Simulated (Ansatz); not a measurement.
## A computed series for TiC: response to strain

The parent structure is TiC in the rock salt structure (space group Fm-3m, No. 225; relaxed with 0.1 eV smearing).

```
TiC
1.0
    0.00000     2.16392     2.16392
    2.16392     0.00000     2.16392
    2.16392     2.16392     0.00000
Ti C
1 1
Direct
  0.00000   0.00000   0.00000
  0.50000   0.50000   0.50000
```

Cartesian axes are those of the cell as printed.

Strains are applied to the cell and any free atomic positions relax.

Method: r2SCAN in Ansatz (plane waves to 500 eV, PAW, without spin-orbit coupling).

Notes on the quantities. pressure: mean of the normal stresses, compression positive; energy relative to the base: free energy F.

```json
[
 {"variant": "base", "pressure": "0.0 GPa", "energy relative to the base": "0 meV/atom"},
 {"variant": "tensor shear ε_xy = +0.29 %", "pressure": "0.0 GPa", "energy relative to the base": "+0.2 meV/atom"},
 {"variant": "tensor shear ε_xy = +1.43 %", "pressure": "0.1 GPa", "energy relative to the base": "+4.9 meV/atom"},
 {"variant": "tensor shear ε_xy = +1.71 %", "pressure": "0.1 GPa", "energy relative to the base": "(withheld)"},
 {"variant": "tensor shear ε_xy = +0.86 %", "pressure": "0.0 GPa", "energy relative to the base": "+1.8 meV/atom"},
 {"variant": "tensor shear ε_xy = +2.00 %", "pressure": "0.1 GPa", "energy relative to the base": "(withheld)"},
 {"variant": "tensor shear ε_xy = +1.14 %", "pressure": "0.0 GPa", "energy relative to the base": "+3.1 meV/atom"},
 {"variant": "tensor shear ε_xy = +0.57 %", "pressure": "0.0 GPa", "energy relative to the base": "(withheld)"}
]
```

Complete the table.


- tensor shear ε_xy = +1.71 %, energy relative to the base: +7.0 meV/atom
- tensor shear ε_xy = +2.00 %, energy relative to the base: +9.5 meV/atom
- tensor shear ε_xy = +0.57 %, energy relative to the base: +0.8 meV/atom

No phonon test of stability was made. All final runs are without spin polarisation.

Ansatz is a quantum-chemistry and plane-wave program.
